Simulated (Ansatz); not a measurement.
# Phonon-limited transport in Be5Au (F-43m)

Consider the following.

```yaml
crystal:
  lattice:
    - [0.00000, 3.03673, 3.03673]
    - [3.03673, 0.00000, 3.03673]
    - [3.03673, 3.03673, 0.00000]
  atoms:
    - { symbol: Be, position: [0.62472, 0.62472, 0.12584] }
    - { symbol: Be, position: [0.62472, 0.12584, 0.62472] }
    - { symbol: Be, position: [0.62472, 0.62472, 0.62472] }
    - { symbol: Be, position: [0.12584, 0.62472, 0.62472] }
    - { symbol: Be, position: [0.25000, 0.25000, 0.25000] }
    - { symbol: Au, position: [0.00000, 0.00000, 0.00000] }
```

Level of theory: PBEsol, DFPT electron-phonon coupling, linearised Boltzmann equation (plane waves, PAW, scalar-relativistic; Ansatz, an electronic-structure program). How the cell was made: relaxed with this functional, without spin-orbit coupling.

```yaml
resistivity at 300 K: 15.2 μΩ·cm
resistivity at 77 K: 1.02 μΩ·cm
electron mean free path at 300 K (weighted by the current that each state carries): 9.3 nm
electron-phonon coupling λ: 0.49
transport coupling λ_tr: 0.51
logarithmic_mean_phonon_energy: 35 meV
density of states at the Fermi level: 0.48 states/(eV·spin·cell)
drude_plasma_energy: 5.6 eV
Hall coefficient at 300 K: -8.3 ×10⁻¹¹ m³/C
```

A metal at this level (no band gap). Only scattering by harmonic phonons is included (no impurities, grain boundaries, electron-electron scattering or thermal expansion). Spin-orbit coupling is left out, which matters with elements this heavy. Halving the electron mesh (24x24x24) moves the resistivity by up to 3 % at 300 K, the mean free path by up to 2 %, the coupling by up to 5 %. Smearing 0.20 eV; phonons on a 4x4x4 q mesh, which this run doesn't test and which matters most at low temperature.

Formula and space group known from diffraction (Crystallography Open Database), not checked to be the room-temperature form: Be5Au (F-43m).
